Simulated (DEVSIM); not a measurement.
Device: Schottky contact on n-type ZnO, at 300 K.

Layer 1 from the left is ZnO, thickness (μm) 1.60, Nd (cm⁻³) 1.8e17, τn (s) 2.1e-9, τp (s) 2.1e-9. Layer 2 from the left is ZnO, thickness (μm) 9.20, Nd (cm⁻³) 5.2e17, τn (s) 2.1e-9, τp (s) 2.1e-9.

Left contact: Schottky, work function 5.83 eV, emission velocity 3.5e6 cm/s. Right contact: ohmic. Voltage is applied to the left contact. Recombination: SRH at mid-gap, radiative, Auger. Mobility is μmin + (μ − μmin)/(1 + (N/Nref)^α).

This is a model device: material constants are rounded textbook-type values typed into the input, and sizes, dopings and lifetimes were drawn at random. Values at 300 K.

ZnO: gap (eV) 3.37, affinity (eV) 4.5, permittivity 8.7, Nc (cm⁻³) 3.7e18, Nv (cm⁻³) 1.8e19, μn (cm²/Vs) 200, μp (cm²/Vs) 20, μn,min 20, μp,min 2, Nref,n 1e18, Nref,p 1e18, αn 0.6, αp 0.6, B (cm³/s) 1e-10, Cn (cm⁶/s) 1e-31, Cp (cm⁶/s) 1e-31.

DEVSIM, 1D drift-diffusion, Boltzmann statistics, complete ionisation; no tunnelling, impact ionisation, image-force lowering or self-heating. Metal contacts follow the ideal Schottky-Mott rule: no Fermi-level pinning, no interface dipoles.

Dark forward current:

```csv
|V| (V),|J| (A/cm²)
0.20,1.989e-13
0.25,1.374e-12
0.30,9.482e-12
0.35,6.544e-11
0.40,4.516e-10
0.45,3.115e-9
0.50,2.148e-8
0.55,1.481e-7
0.60,1.021e-6
0.65,7.029e-6
0.70,4.838e-5
0.75,0.0003328
0.80,0.002287
0.85,0.01569
0.90,0.1074
0.95,0.7313
1.00,4.876
1.05,29.34
1.10,125.2
1.15,325.7
1.20,600.0
1.25,914.8
1.30,1253
1.35,1605
1.40,1967
1.45,2337
```

Q: Work out the local ideality factor n = ΔV / (kT/q · ln(J2/J1)) between the rows 0.20 and 0.25 V, 1.40 and 1.45 V.

A: kT/q = 25.85 mV. From 0.20 to 0.25 V: ln(1.374e-12/1.989e-13) = 1.933, n = 1.00, near the 1 of diffusion or emission over a barrier. From 1.40 to 1.45 V: ln(2337/1967) = 0.172, n = 11.22; the layers' resistance at their doping, Σ W/(qμN) = 0.00012 Ω cm², would take 46 mV of this step of 50 mV.

Q: Estimate the current at 0.60 V for emission alone, J0 = q v N_band exp(−φB/kT), and read the barrier back from the simulated current.

A: φB = 1.330 eV, N_band = 3.70e18 cm⁻³, J0 = 9.38e-17 A/cm²; J = J0 (exp(qV/kT) − 1) = 1.13e-6 A/cm². The simulation gives 1.02e-6 A/cm²; the estimate lies 11 % above. Read backwards, the simulated current gives an apparent barrier of 1.333 eV. The estimate leaves out transport through the depletion region and minority injection.
